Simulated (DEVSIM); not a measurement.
Structure: Ti/SiO2/n-Si capacitor, at 250 K.

```tsv
layer (left to right)	material	thickness (nm)	Nd (cm⁻³)
1	SiO2	18.0	-
2	Si	5800	9.8e15
```

Metal gate on the left, work function 4.33 eV. Fixed charge at the semiconductor interface 3.4e11 cm⁻² (in units of +e); no interface traps.

Constants are typed, rounded textbook-type inputs, not results; the design itself was drawn at random and stands for no fabricated device. Values at 300 K; Nc and Nv go as T^1.5, mobilities as T to minus their exponent, the gap by Varshni's rule with the affinity fixed.

| parameter | SiO2 | Si |
|---|---|---|
| gap (eV) | 9 | 1.124 |
| affinity (eV) | 0.9 | 4.05 |
| permittivity | 3.9 | 11.7 |
| Nc (cm⁻³) | - | 2.86e19 |
| Nv (cm⁻³) | - | 3.1e19 |
| Varshni α (eV/K) | - | 0.000473 |
| Varshni β (K) | - | 636 |

Simulated with DEVSIM: 1D Poisson equation in equilibrium, Boltzmann statistics, complete ionisation; no quantum confinement or tunnelling. Metal contacts follow the ideal Schottky-Mott rule: no Fermi-level pinning, no interface dipoles.

Q: Tabulate band edges, carrier densities and field at -0.8 V on the gate.

A: Energies count from the Fermi level of the right contact; mesh points crowd at the junctions.

```tsv
x (μm)	Ec (eV)	Ev (eV)	n (cm⁻³)	p (cm⁻³)	field (V/cm)
0.000	4.230	-4.770	< 1e2	< 1e2	-260000
0.001540	4.189	-4.811	< 1e2	< 1e2	-260000
0.004850	4.102	-4.898	< 1e2	< 1e2	-260000
0.01141	3.928	-5.072	< 1e2	< 1e2	-260000
0.01642	3.796	-5.204	< 1e2	< 1e2	-260000
0.01800	0.604	-0.532	1.4e7	4.5e8	-130000
0.01964	0.598	-0.538	1.9e7	3.4e8	-35000
0.02601	0.576	-0.560	5.3e7	1.2e8	-34000
0.03897	0.533	-0.603	3.9e8	1.6e7	-32000
0.07026	0.439	-0.697	3.0e10	210000	-28000
0.1458	0.274	-0.862	6.6e13	< 1e2	-16000
0.4390	0.166	-0.970	9.8e15	< 1e2	-28
1.036	0.166	-0.970	9.8e15	< 1e2	≈ 0
2.476	0.166	-0.970	9.8e15	< 1e2	≈ 0
4.769	0.166	-0.970	9.8e15	< 1e2	≈ 0
5.399	0.166	-0.970	9.8e15	< 1e2	≈ 0
5.645	0.166	-0.970	9.8e15	< 1e2	≈ 0
5.747	0.166	-0.970	9.8e15	< 1e2	≈ 0
5.797	0.166	-0.970	9.8e15	< 1e2	≈ 0
5.810	0.166	-0.970	9.8e15	< 1e2	≈ 0
5.815	0.166	-0.970	9.8e15	< 1e2	≈ 0
5.818	0.166	-0.970	9.8e15	< 1e2	≈ 0
```
